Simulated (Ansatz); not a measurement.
Results of LDA (Ansatz, a first-principles code, PAW) for quartz-high SiO₂ (high-temperature phase).

Settings: plane-wave cutoff 520 eV, 12×12×6 k mesh (along the axes of the cell as run), Fermi–Dirac smearing 0.01 eV, scalar-relativistic PAW data made under PBE.

Computed at the level's own relaxed cell.

```
O2Si
1.0
    5.03941     0.00000     0.00000
   -2.51971     4.36426     0.00000
    0.00000     0.00000     5.52698
Si O
3 6
Direct
  0.00000   0.50000   0.66667
  0.50000   0.00000   0.00000
  0.50000   0.50000   0.33333
  0.79221   0.58443   0.50000
  0.20779   0.79221   0.83333
  0.41557   0.20779   0.16667
  0.20779   0.41557   0.50000
  0.79221   0.20779   0.83333
  0.58443   0.79221   0.16667
```

Question: List the 31 lowest band energies at Γ above −25 eV (eV, relative to the valence band maximum), grouping those that round alike.

Answer: At Γ: -19.23, -17.71 (×2), -17.06, -17.03 (×2), -8.60 (×2), -5.82, -5.51, -5.40 (×2), -2.97, -2.94 (×2), -2.62, -1.76, -1.75 (×2), -1.03 (×2), -0.49 (×2), -0.19, 5.49, 8.75 (×2), 9.03 (×2), 10.01, 10.85.

Note: symmetry holds this phase in the static calculation, where it need not be a minimum; held by symmetry at 0 K, a high-temperature phase can be a saddle point.
